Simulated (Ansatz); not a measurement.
## A computed series for BaS: response to strain

Base system: BaS in the rock salt structure (space group Fm-3m, No. 225; a = 6.4288 Å).

Strains are applied to the cell and any free atomic positions relax.

Level of theory: PBE (Ansatz, a first-principles code; PAW; 420 eV plane waves; no spin-orbit coupling).

Candidates:
(a) isotropic strain −3.00 %
(b) isotropic strain +1.00 %
(c) isotropic strain +2.00 %

Before the change:

The band gap is 2.23 eV.

Order them by band gap, lowest first.

(a) isotropic strain −3.00 % (2.08 eV), (b) isotropic strain +1.00 % (2.27 eV), (c) isotropic strain +2.00 % (2.31 eV)

No phonon test of stability was made.
